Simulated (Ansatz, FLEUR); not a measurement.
An Ansatz (a program for electronic structure) input for a self-consistent single point of Sb (Pm-3m, 1 atom in the cell) (DFT, LDA (PW92), plane waves, default PAW files made with PBE):

Ansatz 0.2 input:
```yaml
crystal:
  lattice:
    - [3.151482, 0.000000, 0.000000]
    - [0.000000, 3.151482, 0.000000]
    - [0.000000, 0.000000, 3.151482]
  atoms:
    - { symbol: Sb, position_ang: [0.000000, 0.000000, 0.000000] }
kpoints:
  mp_grid:
    grid: [14, 14, 14]
hamiltonian:
  xc: lda
  pseudopotentials:
    kind: paw
scf:
  occupations:
    method: gaussian
    width: 0.02 Ry
output:
  forces: true
  eigenvalues: true
  stress: true
```

Task: Give the FLEUR input for the same structure, mesh, smearing and functional.

Result: One input that does it (others would too):

Input of the input generator:

```
Sb FLAPW
&input film=f /
3.1514820000 0.0000000000 0.0000000000
0.0000000000 3.1514820000 0.0000000000
0.0000000000 0.0000000000 3.1514820000
1.8897261246
1.0 1.0 1.0

1
51 0.0000000000 0.0000000000 0.0000000000

&comp jspins=1 /
&exco xctyp='pz' /
&kpt div1=14 div2=14 div3=14 gamma=t /
&end /
```

```xml
<?xml version="1.0" encoding="UTF-8" standalone="no"?>
<fleurInput fleurInputVersion="0.39">
   <comment>
      Sb FLAPW                                                                                            
   </comment>
   <calculationSetup>
      <cutoffs Kmax="4.5" Gmax="22.5" GmaxXC="22.5" numbands="0"/>
      <scfLoop itmax="80" minDistance="0.00001" maxIterBroyd="40" imix="Anderson" alpha="0.05" precondParam="0.0" spinf="2.0"/>
      <coreElectrons ctail="T" frcor="F" kcrel="0" coretail_lmax="0"/>
      <xcFunctional name="pz" relativisticCorrections="F"/>
      <magnetism jspins="1"/>
      <soc l_soc="F" theta="0.0" phi="0.0" spav="F"/>
      <expertModes spex="0" secvar="F"/>
      <geometryOptimization l_f="T" forcealpha="1.0" forcemix="BFGS" epsdisp="0.00001" epsforce="0.00001"/>
      <ldaU l_linMix="F" mixParam="0.05" spinf="1.0"/>
   </calculationSetup>
   <cell>
      <bzIntegration valenceElectrons="21.0" mode="gauss" fermiSmearingEnergy="0.00999582">
         <kPointListSelection listName="default-1"/>
         <!-- k-points included here -->
         <xi:include xmlns:xi="http://www.w3.org/2001/XInclude" href="kpts.xml"> </xi:include>
      </bzIntegration>
      <!-- symmetry operations included here -->
      <xi:include xmlns:xi="http://www.w3.org/2001/XInclude" href="sym.xml"> </xi:include>
      <bulkLattice scale="1.0">
         <bravaisMatrix>
            <row-1>    5.9554378666066574     0.0000000000000000     0.0000000000000000</row-1>
            <row-2>    0.0000000000000000     5.9554378666066574     0.0000000000000000</row-2>
            <row-3>    0.0000000000000000     0.0000000000000000     5.9554378666066574</row-3>
         </bravaisMatrix>
      </bulkLattice>
   </cell>
   <atomSpecies>
      <species name="Antimony (Sb)" element="Sb" atomicNumber="51">
         <mtSphere radius="2.66" gridPoints="879" logIncrement="0.015"/>
         <atomicCutoffs lmax="10" lnonsphr="8"/>
         <electronConfig flipSpins="F">
            <coreConfig>(1s1/2) (2s1/2) (2p1/2) (2p3/2) (3s1/2) (3p1/2) (3p3/2) (4s1/2) (3d3/2) (3d5/2)</coreConfig>
            <valenceConfig>(4p1/2) (4p3/2) (5s1/2) (4d3/2) (4d5/2) (5p1/2) (5p3/2)</valenceConfig>
            <stateOccupation state="(5p1/2)" spinUp="0.5" spinDown="0.5"/>
            <stateOccupation state="(5p3/2)" spinUp="1.0" spinDown="1.0"/>
         </electronConfig>
         <energyParameters s="5" p="5" d="5" f="4"/>
         <lo type="SCLO" l="1" n="4" eDeriv="0"/>
         <lo type="SCLO" l="1" n="4" eDeriv="1"/>
         <lo type="SCLO" l="2" n="4" eDeriv="0"/>
         <lo type="SCLO" l="2" n="4" eDeriv="1"/>
         <lo type="SCLO" l="0" n="5" eDeriv="2"/>
         <lo type="SCLO" l="3" n="4" eDeriv="2"/>
      </species>
   </atomSpecies>
   <atomGroups>
      <atomGroup species="Antimony (Sb)">
         <relPos label="                   1">.0000000000 .0000000000 .0000000000</relPos>
         <force calculate="T" relaxXYZ="TTT"/>
      </atomGroup>
   </atomGroups>
   <output dos="F" band="F" slice="F">
      <checks vchk="F" cdinf="F"/>
      <bandDOS minEnergy="-.5*Htr" maxEnergy="0.5*Htr" sigma="0.015" storeEVData="T"/>
      <vacuumDOS vacdos="F" integ="F" star="F" nstars="0" locx1="0.0" locy1="0.0" locx2="0.0" locy2="0.0" nstm="0" tworkf="0.0"/>
      <unfoldingBand unfoldBand="F" supercellX="1" supercellY="1" supercellZ="1"/>
      <plotting iplot="0" polar="F">
         <plot TwoD="T" vec1="  1.0  0.0  0.0" vec2="  0.0  1.0  0.0" vec3="  0.0  0.0  1.0" zero="  0.0  0.0  0.0" file="plot"/>
      </plotting>
      <chargeDensitySlicing numkpt="0" minEigenval="0.0" maxEigenval="0.0" nnne="0" pallst="F"/>
      <specialOutput eonly="F"/>
      <magneticCircularDichroism mcd="F" energyLo="-10.0" energyUp="0.0"/>
   </output>
  <!-- We include the file relax.xml here to enable relaxations (see documentation) -->
  <xi:include xmlns:xi="http://www.w3.org/2001/XInclude" href="relax.xml"> <xi:fallback/> </xi:include>
</fleurInput>
```

Basis, cutoffs, solver keys and any potentials are the target program's own. This input uses DFT, LDA (Perdew-Zunger), all-electron FLAPW (FLEUR), scalar-relativistic valence. LDA parametrisations can differ slightly between programs. The width in Ry is rounded to four decimals.

The starting cell comes from a database of computed structures (which also holds hypothetical and non-ambient phases and stackings), without a prior relaxation at this level. Its lattice was rescaled by a random factor within 2.5 % of one.
